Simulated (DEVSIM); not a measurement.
Structure: illuminated GaAs p-on-n cell, one wavelength, at 300 K.

Layer 1 from the left is GaAs, thickness (μm) 0.180, Na (cm⁻³) 1.2e18, τn (s) 3.7e-11, τp (s) 5.5e-10, absorption coefficient (cm⁻¹) 59000. Layer 2 from the left is GaAs, thickness (μm) 2.00, Nd (cm⁻³) 9.4e15, τn (s) 2.2e-9, τp (s) 2.2e-9, absorption coefficient (cm⁻¹) 59000.

Left contact: ohmic, minority electron recombination velocity 6e5 cm/s. Right contact: ohmic, minority hole recombination velocity 8e6 cm/s. Voltage is applied to the left contact. Recombination: SRH at mid-gap, radiative, Auger. Light enters at the left, 2.5e18 photons cm⁻² s⁻¹, one pass, no reflection. Mobility is μmin + (μ − μmin)/(1 + (N/Nref)^α).

The device is made up for the run: typed textbook-type constants, with dimensions and the other settings drawn at random. Values at 300 K.

GaAs: gap (eV) 1.424, affinity (eV) 4.07, permittivity 12.9, Nc (cm⁻³) 4.7e17, Nv (cm⁻³) 9e18, μn (cm²/Vs) 8500, μp (cm²/Vs) 400, μn,min 500, μp,min 20, Nref,n 6e16, Nref,p 1.5e17, αn 0.39, αp 0.38, B (cm³/s) 2e-10, Cn (cm⁶/s) 1e-30, Cp (cm⁶/s) 1e-30.

DEVSIM, 1D drift-diffusion, Boltzmann statistics, complete ionisation; no tunnelling, impact ionisation, image-force lowering or self-heating.

Dark forward current:

```
|V| (V)  |J| (A/cm²)
-------  -----------
0.05       3.288e-10
0.10        1.145e-9
0.15        3.316e-9
0.20        9.179e-9
0.25        2.507e-8
0.30        6.823e-8
0.35        1.857e-7
0.40        5.064e-7
0.45        1.384e-6
0.50        3.797e-6
0.55        1.046e-5
0.60        2.898e-5
0.65        8.099e-5
0.70       0.0002294
0.75       0.0006654
0.80        0.002016
0.85        0.006612
0.90         0.02463
0.95          0.1083
1.00          0.5579
1.05           3.185
1.10           18.12
1.15           88.17
1.20           357.3
1.25            1323
1.30            4536
```

**Question.** Work out the local ideality factor n = ΔV / (kT/q · ln(J2/J1)) between the rows 0.15 and 0.20 V, 1.00 and 1.05 V, 1.25 and 1.30 V.

**Answer.** kT/q = 25.85 mV. From 0.15 to 0.20 V: ln(9.179e-9/3.316e-9) = 1.018, n = 1.90, near the 2 of recombination in the depletion region. From 1.00 to 1.05 V: ln(3.185/0.5579) = 1.742, n = 1.11. From 1.25 to 1.30 V: ln(4536/1323) = 1.232, n = 1.57.

**Question.** What current could the absorbed light give at most, and what share is collected?

**Answer.** Σ αd = 12.9, so qΦ(1 − exp(−Σ αd)) = 401 mA/cm². The simulated short-circuit current is 365.7 mA/cm², a share of 0.91.

**Question.** Estimate the open-circuit voltage by superposition: the voltage at which the dark current equals that short-circuit current.

**Answer.** Interpolating ln J in the table gives 0.987 V. The simulation gives 0.987 V, the same within the digits that matter. Superposition holds where collection doesn't change with voltage.

**Question.** Estimate the fill factor from FF0 = (v − ln(v + 0.72))/(v + 1), v = qVoc/(nkT), with n from the dark curve.

**Answer.** The rows about Voc, 0.95 and 1.00 V, give n = 1.18, so v = 32.4 and FF0 = 0.865. The simulation gives 0.847; the estimate lies 2.1 % above.
